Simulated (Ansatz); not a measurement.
# Point defect C vacancy + N on the C site + N on the C site + N on the C site (V_C+N_C+N_C+N_C) in diamond

Level of theory: PBE, PAW (plane waves to 420 eV; Ansatz, an electronic-structure program). Cell: 64 sites, 2×2×2 repeats of a cell of 8 atoms; final energies on a 2×2×2 shifted mesh. Sites at the start: the C site; C 1.55 Å away; C 1.55 Å away; C 1.55 Å away. Charged cells carry a point-charge image correction with potential alignment at far atoms. Dielectric constants: PBE linear response of the host. Host gap at this level: 4.13 eV. A cell of this size leaves errors of a few tenths of an eV. The semilocal functional narrows the gap, so deep levels can fall outside it. Spin–orbit coupling is left out. Each state is the lowest found from its start.

Formation energies E_f are given with the Fermi level at the valence-band maximum. Chemical conditions: host crystal and elements as references (Δμ(C) = 0.14 eV, Δμ(N) = 0.00 eV; N taken from its element, since no compound that bounds it was computed at this level; only phases computed here count, gases as isolated molecules at 0 K). Reference phases: C: graphite, N: N2 molecule in a box.

The name describes the start; the neighbours show where the atoms ended.

Charges with a result: +1, 0, −1. Others weren't obtained, and one of them could lie lower, also by skipping a charge.

```json
[
 {"charge": "+1†", "moment (μB)": "not spin-polarised", "point group": "–", "largest move off a lattice site (Å)": "0.18", "neighbours of the last N atom of the defect at the end (Å)": "C 1.48, C 1.48, C 1.50", "image correction with alignment (eV)": "-0.02", "E_f, host crystal and elements as references (eV)": "–", "above the lowest spin state (eV)": "0.00"},
 {"charge": "+1†", "moment (μB)": "0.0", "point group": "–", "largest move off a lattice site (Å)": "0.18", "neighbours of the last N atom of the defect at the end (Å)": "C 1.48, C 1.48, C 1.50", "image correction with alignment (eV)": "-0.02", "E_f, host crystal and elements as references (eV)": "–", "above the lowest spin state (eV)": "0.00"},
 {"charge": "0", "moment (μB)": "1.0", "point group": "C3v", "largest move off a lattice site (Å)": "0.14", "neighbours of the last N atom of the defect at the end (Å)": "C 1.48, C 1.48, C 1.49", "image correction with alignment (eV)": "0.00", "E_f, host crystal and elements as references (eV)": "5.08", "above the lowest spin state (eV)": "0.00"},
 {"charge": "0", "moment (μB)": "1.0", "point group": "C3v", "largest move off a lattice site (Å)": "0.14", "neighbours of the last N atom of the defect at the end (Å)": "C 1.48, C 1.48, C 1.49", "image correction with alignment (eV)": "0.00", "E_f, host crystal and elements as references (eV)": "5.08", "above the lowest spin state (eV)": "0.00"},
 {"charge": "−1", "moment (μB)": "0.0", "point group": "C3v", "largest move off a lattice site (Å)": "0.12", "neighbours of the last N atom of the defect at the end (Å)": "C 1.47, C 1.48, C 1.48", "image correction with alignment (eV)": "0.75", "E_f, host crystal and elements as references (eV)": "7.93", "above the lowest spin state (eV)": "0.00"},
 {"charge": "−1", "moment (μB)": "not spin-polarised", "point group": "C3v", "largest move off a lattice site (Å)": "0.12", "neighbours of the last N atom of the defect at the end (Å)": "C 1.47, C 1.48, C 1.48", "image correction with alignment (eV)": "0.75", "E_f, host crystal and elements as references (eV)": "7.93", "above the lowest spin state (eV)": "0.00"}
]
```

† Not settled in this cell, so no level is given: charge +1: a large or scattered potential alignment.

Point groups are those of the whole cell at tolerances of 0.03 and 0.1 Å ("near" where only the looser one holds); none is given for unsettled states.

Starting moments that weren't kept: charge +1 began with 2 μB and ended with 0.0; charge 0 began with 3 μB and ended with 1.0; charge −1 began with 2 μB and ended with 0.0.

Transition levels above the valence-band maximum: ε(0/−1) = 2.85 eV. With a charge missing or unsettled, these needn't be thermodynamic levels.

Flagged in the runs: a doubtful potential alignment.

All states together cost about 28 core-minutes (a rough figure).
